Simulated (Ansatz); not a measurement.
**Amorphous Al28O45Y2**

It comes from a melt-quench run on a machine-learned potential (CHGNet), relaxed afterwards by DFT. O atoms were pushed apart under 1.9 Å during the dynamics, to hinder bonds among them. The hot cell started wider than the set density and was brought back towards it in steps. It is the lowest in DFT energy of 2 quenches. It is a model cell: composition and starting density were chosen by hand, and all elements were melted together. No dispersion term was used.

Methods: PBE, scalar-relativistic without spin-orbit coupling (Ansatz, a program for electronic structure); r2SCAN, scalar-relativistic without spin-orbit coupling (Ansatz); HSE06, scalar-relativistic without spin-orbit coupling (Ansatz). Geometry, pressure, stress and energy are those of the PBE run. Its sampling: a 2×2×2 Γ-centred mesh; Fermi-Dirac width 0.02 eV; no spin polarisation. Other functionals are single points at the zone centre (r2SCAN at 500 eV; exact exchange cut at the cell's faces), free to take moments where seeds were set. At PBE the levels at the filled edge of the gap are localised (band-tail or defect states), and the nearest spread-out levels lie 4.0 eV apart at the zone centre.

The number of atoms in the cell comes out as 75. The density (volume relaxed, without dispersion) is 3.19 g/cm³ and the volume per atom comes out as 11.46 Å^3. The pressure on a 2×2×2 Γ-centred mesh is 0.04 GPa and the largest force and stress component on that mesh (the relaxation ran on the zone centre alone) is 0.05 eV/Å and 0.1 GPa. The level gap on a 2×2×2 Γ-centred mesh (PBE) comes out as 3.28 eV, the level gap at the zone centre (PBE) is 3.27 eV and the level gap at the zone centre (r2SCAN) is 3.89 eV. The level gap at the zone centre (HSE06) is 4.98 eV.

Neighbours within Al-Al 2.66 Å, Al-O 2.30 Å, Al-Y 3.20 Å, O-O 1.58 Å, O-Y 2.82 Å, Y-Y 3.74 Å count as bonded. Two cations that share two anions don't count as bonded, nor two that share one unless they lie closer than Al-Al 2.59 Å, Al-Y 3.11 Å, Y-Y 3.64 Å.

```
Item                                                              Result
---------------------------------  -------------------------------------
Mean coordination of Al by anions   4.57 (16 with 4, 8 with 5, 4 with 6)
Mean coordination of O              3.13 (1 with 2, 37 with 3, 7 with 4)
Mean coordination of Y by anions               6.50 (1 with 6, 1 with 7)
Mean Al-O bond                     1.852 Å (spread 0.100 Å, 128 counted)
Mean O-Y bond                       2.395 Å (spread 0.148 Å, 13 counted)
```

Its density started from a set value of 3.27 g/cm³. The quench (nominally 340 K/ps over its main leg) was far faster than any real one, so the model tends to hold more defects than a real film. One small periodic cell is one sample of the glass; other quenches scatter about these values. Volume and shape were free in the relaxation.
